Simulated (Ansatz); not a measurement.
## ZrSnTe (space group P4/nmm, No. 129; a cell from a computed database, its experimental status unchecked)

```cif
data_Sn2Te2Zr2
_chemical_formula_sum 'Zr2 Sn2 Te2'
_space_group_name_H-M_alt 'P4/nmm :1'
_space_group_IT_number 129
_space_group_name_Hall 'P 4ab 2ab -1ab'
_cell_length_a 4.04417
_cell_length_b 4.04417
_cell_length_c 8.67821
_cell_angle_alpha 90.000
_cell_angle_beta 90.000
_cell_angle_gamma 90.000
loop_
_space_group_symop_operation_xyz
  'x, y, z'
  '-y+1/2, x+1/2, z'
  '-x, -y, z'
  'y+1/2, -x+1/2, z'
  'x+1/2, -y+1/2, -z'
  '-y, -x, -z'
  '-x+1/2, y+1/2, -z'
  'y, x, -z'
  '-x+1/2, -y+1/2, -z'
  'y, -x, -z'
  'x+1/2, y+1/2, -z'
  '-y, x, -z'
  '-x, y, z'
  'y+1/2, x+1/2, z'
  'x, -y, z'
  '-y+1/2, -x+1/2, z'
loop_
_atom_site_label
_atom_site_type_symbol
_atom_site_symmetry_multiplicity
_atom_site_Wyckoff_symbol
_atom_site_fract_x
_atom_site_fract_y
_atom_site_fract_z
_atom_site_occupancy
Zr1 Zr 2 c 0.50000 0.00000 0.26457 1
Sn1 Sn 2 a 0.00000 0.00000 0.00000 1
Te1 Te 2 c 0.00000 0.50000 0.38158 1
```

Method: Kohn–Sham DFT with the PBEsol functional, run in Ansatz (a first-principles code) with PAW and 420 eV plane waves, without spin-orbit coupling. Settings: 12×12×6 k-points, 0.05 eV Fermi–Dirac smearing.

| Quantity | Result |
|---|---|
| Volume per atom | 23.66 Å³ |
| Density | 7.90 g/cm³ |
| Band gap | zero |
| Total energy | -5660.738 eV/atom (σ→0; compares only within this code and set-up) |

Spin-orbit coupling, missing from the scalar runs, can matter with Te. Stability against distortions was not tested. All final runs are without spin polarisation. The zero or small gap of ZrSnTe can change with the level of theory.
